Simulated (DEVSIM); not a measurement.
Structure: TaN/AlN/p-Si capacitor, at 300 K.

Layer 1 from the left is AlN, thickness (nm) 4.00. Layer 2 from the left is Si, thickness (nm) 17000, Na (cm⁻³) 1.1e15.

Metal gate on the left, work function 4.4 eV. Fixed charge at the semiconductor interface 1.1e10 cm⁻² (in units of +e); no interface traps.

Constants are typed, rounded textbook-type inputs, not results; the design itself was drawn at random and stands for no fabricated device. Values at 300 K.

AlN: gap (eV) 6.1, affinity (eV) 1.9, permittivity 8.5. Si: gap (eV) 1.124, affinity (eV) 4.05, permittivity 11.7, Nc (cm⁻³) 2.86e19, Nv (cm⁻³) 3.1e19.

Task: Estimate by hand the flat-band voltage, the threshold voltage, and compare with a numerical solution.

Result: 
- Flat-band voltage: C = 1.88 μF/cm², work-function difference -0.509 V; VFB = φms − qNf/C = -0.51 V; numerical -0.51 V.
- Threshold voltage: φF = 0.298 V, depletion charge √(4εqNφF) = 1.48e-8 C/cm²; VT = VFB + 2φF + Qd/C = 0.09 V; numerical 0.09 V.

Simulated with DEVSIM: 1D Poisson equation in equilibrium, Boltzmann statistics, complete ionisation; no quantum confinement or tunnelling. Metal contacts follow the ideal Schottky-Mott rule: no Fermi-level pinning, no interface dipoles.
